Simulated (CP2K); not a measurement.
Band structure of BaC2 (C2/c, 6 atoms in the cell).

```yaml
crystal:
  lattice:
    - [4.44875, 0.00000, 0.00000]
    - [1.95759, 3.99490, 0.00000]
    - [-2.40913, -1.50230, 7.71389]
  atoms:
    - { symbol: Ba, position: [0.81021, 0.18979, 0.25000] }
    - { symbol: Ba, position: [0.18979, 0.81021, 0.75000] }
    - { symbol: C, position: [0.58597, 0.89327, 0.44553] }
    - { symbol: C, position: [0.41403, 0.10673, 0.55447] }
    - { symbol: C, position: [0.10673, 0.41403, 0.05447] }
    - { symbol: C, position: [0.89327, 0.58597, 0.94553] }
```

Computed with PBEsol, GPW, DZVP-MOLOPT-SR-GTH basis, GTH-PBE potentials (GTH_POTENTIALS) (CP2K).

Settings: CUTOFF = 500 Ry; REL_CUTOFF = 60 Ry; SMEAR/METHOD = FERMI_DIRAC; ELECTRONIC_TEMPERATURE = 580.23 K; KPOINTS/SCHEME = MONKHORST-PACK 5 5 3; XC_FUNCTIONAL = PBE:PBESOL; Ba/BASIS_SET = DZVP-MOLOPT-SR-GTH-q10; Ba/POTENTIAL = GTH-PBE-q10; C/BASIS_SET = DZVP-MOLOPT-SR-GTH-q4; C/POTENTIAL = GTH-PBE-q4; METHOD = GPW; EPS_DEFAULT = 1e-11; EXTRAPOLATION = USE_GUESS; NGRIDS = 5.

The starting cell comes from a database of computed structures (which also holds hypothetical and non-ambient phases and stackings), without a prior relaxation at this level. Its lattice was rescaled by a random factor within 2.5 % of one. Values carry the incompleteness of an atom-centred basis. The potentials were made for another functional than the one used.

Question: Predict the gap along the standard path and the places of the band edges.

Answer: The gap along the path is 1.91 eV, from N|M to Y; the smallest direct gap on it is 2.04 eV. Another conduction valley lies within 0.1 eV, so the order of the valleys is not sure.

Levels in eV from the top of the valence band on the SCF mesh, bands 15 to 19:
| point | 15 | 16 | 17 | 18 | 19 |
|---|---|---|---|---|---|
| Γ | -1.14 | -1.12 | -0.74 | -0.11 | 2.79 |
| Y | -1.12 | -1.01 | -0.68 | -0.10 | 1.93 |
| F | -1.14 | -1.08 | -0.61 | -0.11 | 2.00 |
| L | -1.40 | -1.40 | -0.22 | -0.22 | 3.24 |
| Z | -1.18 | -1.18 | -0.20 | -0.20 | 3.40 |

Higher empty bands are left out: an atom-centred basis made for the valence describes them poorly.
